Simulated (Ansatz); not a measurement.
What 5 layers does to Na

The reference is Na in the bcc (W type) structure (space group Im-3m, No. 229; a = 4.2223 Å). Axes: x, y, z lie along the cube axes.

Now apply this change: a free-standing slab of 5 layers (5 atoms, 1 a layer) is cut normal to [110], with 15 Å of vacuum and the in-plane cell held at bulk.

Computed with r2SCAN, PAW, 500 eV (Ansatz, an electronic-structure program; no SOC), earlier PAW set. k-mesh 14×14×1 (Γ-centred); smearing 0.05 eV (Fermi–Dirac), for the changed cell.

The shortest interatomic distance decreases by 0.0535 Å to 3.603 Å and the band gap stays zero. The excess energy per area of both faces (slab less bulk energy over the cell's area: twice a surface energy) comes out as 0.5 J/m² (uncertain by up to 0.06 J/m²) and the thickness between the outermost nuclei is 11.76 Å. The change of the spacing d23 from its bulk value of 2.986 Å amounts to -0.9 %.

Cost of the whole job for the changed cell (relaxation, final SCF and bands): roughly 4 core-minutes.

The excess energy carries the mismatch between the slab's and the bulk's meshes. No phonon test of stability was made.
